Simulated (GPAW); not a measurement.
Input and output of a self-consistent single point for CdCuF4 (I4/mcm, 12 atoms in the cell) (GPAW)

Method of the run: PBEsol, GPAW PAW datasets PBEsol (made by gpaw-setup) (plane waves; GPAW 25.7.0).

Input:

```python
from ase import Atoms
from ase.units import GPa
from gpaw import GPAW

atoms = Atoms(['Cd', 'Cd', 'Cu', 'Cu', 'F', 'F', 'F', 'F', 'F', 'F', 'F', 'F'],
              cell=[[-2.664000, 2.664000, 5.160000],
                    [2.664000, -2.664000, 5.160000],
                    [2.664000, 2.664000, -5.160000]],
              positions=[[0.000000, 0.000000, 2.580000],
                         [-0.000000, 0.000000, 7.740000],
                         [0.000000, 2.664000, 0.000000],
                         [2.664000, 0.000000, 0.000000],
                         [0.975557, 3.639557, 1.310640],
                         [1.688443, 0.975557, 1.310640],
                         [1.688443, -0.975557, 6.470640],
                         [0.975557, 1.688443, 6.470640],
                         [0.975557, 1.688443, 3.849360],
                         [1.688443, -0.975557, 3.849360],
                         [1.688443, 0.975557, -1.310640],
                         [0.975557, 3.639557, -1.310640]],
              pbc=True)

calc = GPAW(mode={'name': 'pw', 'ecut': 950},
            xc='PBEsol',
            kpts=(5, 5, 5),
            occupations={'name': 'methfessel-paxton', 'width': 0.1, 'order': 0},
            nbands=-16,
            convergence={'forces': 0.001},
            symmetry={'symmorphic': False, 'tolerance': 0.0005},
            maxiter=120,
            txt='-')

atoms.calc = calc

energy = atoms.get_potential_energy()
print('Energy (eV):', round(energy, 6))
forces = atoms.get_forces()
print('Forces (eV/Ang):')
print(forces.round(5))
stress = atoms.get_stress()
print('Stress (GPa, Voigt):', (stress / GPa).round(4))
```

Output (repeated stretches shortened):

```
Input parameters:
  convergence: {forces: 0.001}
  kpts: [5 5 5]
  maxiter: 120
  mode: {ecut: 950,
         name: pw}
  nbands: -16
  occupations: {name: methfessel-paxton,
                order: 0,
                width: 0.1}
  symmetry: {symmorphic: False,
             tolerance: 0.0005}
  xc: PBEsol

species:
  Cd:
    name: Cadmium
    Z: 48.0
    valence: 12
    core: 36
    charge: 0.0
    file: Cd.PBEsol.gz

    # Using partial waves for Cd as LCAO basis

  Cu:
    name: Copper
    Z: 29.0
    valence: 11
    core: 18
    charge: 0.0
    file: Cu.PBEsol.gz

    # Using partial waves for Cu as LCAO basis

  F:
    name: Fluorine
    Z: 9.0
    valence: 7
    core: 2
    charge: 0.0
    file: F.PBEsol.gz

    # Using partial waves for F as LCAO basis

Reference energy: -415821.686839  # eV

Spin-paired calculation

Convergence criteria:
 Maximum [total energy] change in last 3 cyles: 0.0005 eV / valence electron
 Maximum integral of absolute [dens]ity change: 0.0001 electrons / valence electron
 Maximum integral of absolute [eigenst]ate change: 4e-08 eV^2 / valence electron
 Maximum change in the atomic [forces] across last 2 cycles: 0.001 eV/Ang OR
Maximum error relative to the maximum force is below inf
 Maximum number of scf [iter]ations: 120

Symmetries present (total): 16
Symmetries with fractional translations: 8
125 k-points: 5 x 5 x 5 Monkhorst-Pack grid
18 k-points in the irreducible part of the Brillouin zone
       k-points in crystal coordinates                weights
   0:     0.00000000    0.00000000    0.00000000          1/125
   1:     0.20000000   -0.20000000    0.00000000          4/125
   2:     0.20000000   -0.20000000    0.20000000          4/125
   3:     0.20000000    0.00000000    0.00000000          8/125
   4:     0.20000000    0.20000000   -0.20000000          2/125
   5:     0.40000000   -0.40000000    0.00000000          4/125
   6:     0.40000000   -0.40000000    0.20000000          8/125
   7:     0.40000000   -0.40000000    0.40000000          4/125
   8:     0.40000000   -0.20000000    0.00000000         16/125
   9:     0.40000000   -0.20000000    0.20000000          8/125
          ...
  17:     0.40000000    0.40000000    0.40000000          8/125

Wave functions: Plane wave expansion
  Cutoff energy: 950.000 eV
  Number of coefficients (min, max): 9693, 9774
  Pulay-stress correction: 0.000000 eV/Ang^3 (de/decut=0.000000)

Occupation numbers: Methfessel-Paxton:
  width: 0.1000  # eV
  order: 0

Eigensolver

Densities:
  Coarse grid: 48*48*48 grid
  Fine grid: 96*96*96 grid
  Total Charge: 0.000000

Density mixing:
  Method: separate
  Backend: pulay
  Linear mixing parameter: 0.05
  old densities: 5
  Damping of long wavelength oscillations: 50

Hamiltonian:
  XC and Coulomb potentials evaluated on a 96*96*96 grid
  External potential:
    NoExternalPotential

XC parameters: PBEsol with 2 nearest neighbor stencil

Number of atoms: 12
Number of atomic orbitals: 68
Number of bands in calculation: 67
Number of valence electrons: 102
Bands to converge: occupied

Density initialized from atomic densities
  67 bands from LCAO basis set

Atomic positions and initial magnetic moments

Positions:
   0 Cd     0.000000    0.000000    2.580000    ( 0.0000,  0.0000,  0.0000)
   1 Cd    -0.000000    0.000000    7.740000    ( 0.0000,  0.0000,  0.0000)
   2 Cu     0.000000    2.664000    0.000000    ( 0.0000,  0.0000,  0.0000)
   3 Cu     2.664000    0.000000    0.000000    ( 0.0000,  0.0000,  0.0000)
   4 F      0.975557    3.639557    1.310640    ( 0.0000,  0.0000,  0.0000)
   5 F      1.688443    0.975557    1.310640    ( 0.0000,  0.0000,  0.0000)
   6 F      1.688443   -0.975557    6.470640    ( 0.0000,  0.0000,  0.0000)
   7 F      0.975557    1.688443    6.470640    ( 0.0000,  0.0000,  0.0000)
   8 F      0.975557    1.688443    3.849360    ( 0.0000,  0.0000,  0.0000)
   9 F      1.688443   -0.975557    3.849360    ( 0.0000,  0.0000,  0.0000)
  10 F      1.688443    0.975557   -1.310640    ( 0.0000,  0.0000,  0.0000)
  11 F      0.975557    3.639557   -1.310640    ( 0.0000,  0.0000,  0.0000)

Unit cell:
           periodic     x           y           z      points  spacing
  1. axis:    yes   -2.664000    2.664000    5.160000    48     0.0986
  2. axis:    yes    2.664000   -2.664000    5.160000    48     0.0986
  3. axis:    yes    2.664000    2.664000   -5.160000    48     0.0785

  Lengths:   6.389006   6.389006   6.389006
  Angles:  130.713590 130.713590  72.268521

Effective grid spacing dv^(1/3) = 0.1098

     iter     time        total  log10-change:
                         energy   eigst   dens  force
iter:   1 --:--:--   -57.180943
iter:   2 --:--:--   -54.094202   -1.54  -1.22
iter:   3 --:--:--   -49.008801   -0.57  -1.25
iter:   4 --:--:--   -48.766789   -1.28  -1.44
iter:   5 --:--:--   -49.956999   -0.90  -1.54
iter:   6 --:--:--   -48.654931   -1.41  -1.81
iter:   7 --:--:--   -48.280326   -1.79  -2.06
iter:   8 --:--:--   -48.270099   -2.81  -2.47
iter:   9 --:--:--   -48.266768c  -3.69  -2.83
iter:  10 --:--:--   -48.267849c  -4.20  -2.93
iter:  11 --:--:--   -48.267378c  -4.65  -3.25
iter:  12 --:--:--   -48.267356c  -5.80  -3.70
iter:  13 --:--:--   -48.267342c  -6.39  -3.73
iter:  14 --:--:--   -48.267349c  -5.99  -3.81
iter:  15 --:--:--   -48.267338c  -7.36  -3.93
iter:  16 --:--:--   -48.267322c  -6.41  -3.96
iter:  17 --:--:--   -48.267328c  -6.90  -4.33c
iter:  18 --:--:--   -48.267325c  -7.37  -4.49c
iter:  19 --:--:--   -48.267325c  -7.97c -4.55c
iter:  20 --:--:--   -48.267324c  -7.90c -4.60c -2.37
iter:  21 --:--:--   -48.267323c  -8.44c -4.84c -3.17c

Converged after 21 iterations.

Dipole moment: (0.000000, -0.000000, -0.000000) |e|*Ang

Energy contributions relative to reference atoms: (reference = -415821.686839)

Kinetic:        +69.808012
Potential:      -67.465629
External:        +0.000000
XC:             -50.681636
Entropy (-ST):   -0.070185
Local:           +0.107023
SIC:             +0.000000
--------------------------
Free energy:    -48.302416
Extrapolated:   -48.267323

Showing only first 2 kpts
 Kpt  Band  Eigenvalues  Occupancy
  0    49      2.36041    2.00000
  0    50      2.98396    1.99471
  0    51      2.98396    1.99471
  0    52      4.87614    0.00000

  1    49      2.34816    2.00000
  1    50      3.02606    1.97175
  1    51      3.08718    1.81627
  1    52      5.69418    0.00000

Fermi level: 3.18118

No gap
No difference between direct/indirect transitions
Energy (eV): -48.267323

Forces in eV/Ang:
  0 Cd   -0.00000    0.00000    0.00000
  1 Cd    0.00000    0.00000    0.00000
  2 Cu   -0.00000   -0.00000   -0.00000
  3 Cu    0.00000    0.00000    0.00000
  4 F     0.04376    0.04376    0.19525
  5 F    -0.04376    0.04376    0.19525
  6 F    -0.04376   -0.04376    0.19525
  7 F     0.04376   -0.04376    0.19525
  8 F     0.04376   -0.04376   -0.19525
  9 F    -0.04376   -0.04376   -0.19525
 10 F    -0.04376    0.04376   -0.19525
 11 F     0.04376    0.04376   -0.19525

Stress tensor:
     0.007104     0.000000     0.000000
     0.000000     0.007104     0.000000
     0.000000     0.000000     0.008265
Stress (GPa, Voigt): [1.1382 1.1382 1.3241 0.     0.     0.    ]
```

The run converged in 21 iterations. GPAW prints stress with tension positive.

At such cutoffs GPAW's stress carries a finite-basis (Pulay) error, which enters relaxed cells too; its log prints stress with tension positive.

The starting cell comes from a database of published, mostly measured structures (it also holds non-ambient and calculated ones), without a prior relaxation at this level. Spin polarisation is off, so a magnetic state, if there is one, cannot be reached. The run gives no clean gap (levels at the Fermi energy touch, overlap or are partly filled at this smearing), which alone does not show that the compound is a metal.

Cost on one core of a shared machine: roughly 10 min.
